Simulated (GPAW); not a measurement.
What a tighter setting buys: ecut, MnF3 (C2/m, 8 atoms in the cell)

Cell: a = 5.2418 Å, b = 5.2418 Å, c = 4.7717 Å, α = 90.44°, β = 90.44°, γ = 115.59°.

Method of the run: PBEsol, GPAW PAW datasets PBEsol (made by gpaw-setup) (plane waves; GPAW).

Base settings: spinpol = true; mode = pw; ecut = 900 eV; xc = PBEsol; kpts = 3 3 3; mesh shift (steps) = 0 0 0; occupations.name = methfessel-paxton; occupations.width = 0.02 eV; occupations.order = 0; nbands = -6.

Misses are taken against the tightest run, 1575 eV, which need not be fully converged itself. The energy is the free energy per atom.

The count of work is k-points × plane waves × bands × iterations; it is no time, and leaves out set-up, grids and terms that scale otherwise. Core times come from one kind of shared machine and are given to one figure; runs under 30 s give none.

The starting cell comes from a database of computed structures (which also holds hypothetical and non-ambient phases and stackings), without a prior relaxation at this level. The magnetic order is the one reached from the typed start; others were not searched systematically.

The runs (ecut): 360 eV | 450 eV | 540 eV | 630 eV | 720 eV | 810 eV | 900 eV | 1035 eV | 1170 eV | 1350 eV | 1575 eV.

Question: Which is the coarsest setting among those run that, with all tighter ones, holds the energy within 20 meV/atom of the reference, and what does it save?

Answer: 1035 eV, off by 18 meV/atom; its saving against the reference is no more than about a factor of 2 in the count of work.

Question: Which is the coarsest setting among those run that, with all tighter ones, holds the energy within 10 meV/atom of the reference, and what does it save?

Answer: 1170 eV, off by 5.9 meV/atom; its saving against the reference is no more than about a factor of 2 in the count of work.

Question: What does the step from 450 eV to 1170 eV buy?

Answer: It takes the miss in the energy from 350 to 5.9 meV/atom, for 4.6 times the count of work and roughly 4 times the time.

```
ecut     energy less reference (meV/atom)  largest difference in the force on any atom (eV/Å)  count of work / reference  core time / reference (rough)
-------  --------------------------------  --------------------------------------------------  -------------------------  -----------------------------
360 eV                            1921.63                                               0.195                       0.11                            0.2
450 eV                             353.22                                               0.041                       0.12                            0.2
540 eV                             118.35                                               0.008                       0.19                            0.3
630 eV                             101.50                                               0.012                       0.27                            0.3
720 eV                              90.16                                               0.013                       0.27                            0.3
810 eV                              67.18                                               0.006                       0.37                            0.4
900 eV                              43.17                                               0.008                       0.43                            0.6
1035 eV                             17.84                                               0.002                       0.53                            0.6
1170 eV                              5.94                                               0.002                       0.56                            0.7
1350 eV                              0.94                                               0.000                       0.79                            1.0
1575 eV                              0.00                                               0.000                        1.0                              1
```

Left out of this page: 1 run of the series outside the window shown, repeating another row's setting, or not comparable.
